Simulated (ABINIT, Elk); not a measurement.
An ABINIT input for a self-consistent single point of CaF₂ (Fm-3m, 3 atoms in the cell) (DFT, PBEsol, plane waves, norm-conserving pseudopotentials (PseudoDojo nc-sr-04 PBEsol standard)):

```
# CaF2, PseudoDojo nc-sr-04 PBEsol standard
pp_dirpath "./"
pseudos "Ca.upf, F.upf"
acell 3.9106073843 3.9106073843 3.9106073843 Angstrom
rprim
         0.0000000000    0.7071067812    0.7071067812
         0.7071067812    0.0000000000    0.7071067812
         0.7071067812    0.7071067812    0.0000000000
natom 3
ntypat 2
znucl 20 9
typat 1 2 2
xcart
         0.0000000000    0.0000000000    0.0000000000
         1.3826085000    1.3826085000    1.3826085000
         4.1478255000    4.1478255000    4.1478255000
      Angstrom
ecut 1143 eV
occopt 3
tsmear 0.00036749
nband 17
kptopt 1
ngkpt 8 8 8
nshiftk 1
shiftk 0 0 0
nstep 60
tolvrs 1.0e-12
prtwf 0
prtden 0
enunit 2
```

Question: Translate this input to Elk.

Answer: One input that does it (others would too):

```
tasks
  0

xctype
  22

tforce
  .true.

rgkmax
  7.5

gmaxvr
  18.0

lmaxapw
  10

lmaxo
  8

nxlo
  2

lorbcnd
  .true.

lradstp
  2

nrmtscf
  2.0

rmtscf
  0.96

lmaxi
  4

stype
  3

swidth
  0.000367493

scale
  1.889726125

avec
    0.0000000000    2.7652170000    2.7652170000
    2.7652170000    0.0000000000    2.7652170000
    2.7652170000    2.7652170000    0.0000000000

sppath
  'species/'

atoms
  2   : nspecies
  'Ca.in'   : spfname
  1   : natoms; atposl, bfcmt below
  0.0000000000  0.0000000000  0.0000000000    0.0 0.0 0.0
  'F.in'   : spfname
  2   : natoms; atposl, bfcmt below
  0.2500000000  0.2500000000  0.2500000000    0.0 0.0 0.0
  0.7500000000  0.7500000000  0.7500000000    0.0 0.0 0.0

ngridk
  8 8 8
```

Basis settings and potentials, where a program has them, do not carry over. This input uses DFT, PBEsol, all-electron FP-LAPW, Elk's shipped species files, APW+lo basis with extra local orbitals. Both were run: gap on the mesh 6.929 eV in ABINIT and 6.913 in Elk.

On Elk: the starting cell has typed, rounded lattice constants, without a prior relaxation at this level. Its lattice was rescaled by a random factor within 2.5 % of one. Values depend on the basis (sphere radii, cutoffs, local orbitals), which need not be converged.

On ABINIT: the starting cell has typed, rounded lattice constants, without a prior relaxation at this level. Its lattice was rescaled by a random factor within 2.5 % of one. With a pressure of about -5 GPa the cell is away from its equilibrium volume at this level.
